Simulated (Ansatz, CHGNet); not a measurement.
**Equilibrium volume per atom of NiAs-type NiSb at several levels of theory**

No measured value is used here.

| level (code) | value (Å³/atom) |
|---|---|
| CHGNet-r²SCAN | 17.15 |
| LDA (Ansatz) | … |
| BLYP (Ansatz) | … |
| PBE (Ansatz) | 17.65 |
| PBEsol (Ansatz) | 16.83 |
| PBEsol+SOC (Ansatz) | 16.84 |
| PBE-D3(BJ) (Ansatz) | … |
| PBE-D4 (Ansatz) | 17.02 |
| r²SCAN (Ansatz) | 17.13 |
| r²SCAN+SOC (Ansatz) | 17.13 |
| r²SCAN+rVV10 (Ansatz) | … |
| HSE06 (Ansatz) | 16.86 |

### Question
Fill in the missing entries.

### Answer

- LDA (Ansatz, a program for electronic structure), value (Å³/atom): 16.38
- BLYP (Ansatz), value (Å³/atom): 18.94
- PBE-D3(BJ) (Ansatz), value (Å³/atom): 16.97
- r²SCAN+rVV10 (Ansatz), value (Å³/atom): 16.92

The crystal itself was run without spin with LDA, BLYP, PBE, PBEsol, PBE-D3(BJ), PBE-D4, r²SCAN, r²SCAN+rVV10, HSE06; a magnetic state was not tried in these runs. HSE06: exact exchange on metals is sensitive to the k mesh and can open a false gap. HSE06: the run warned that the count of filled bands differs between k points. Cutoffs and k meshes differ between the levels. Ansatz's density-functional and Hartree–Fock values are scalar-relativistic unless marked +SOC, with PAW data made under PBE.

Machine-learned potentials (CHGNet-r²SCAN) are trained on DFT data: a solid inside that data is no test of them.
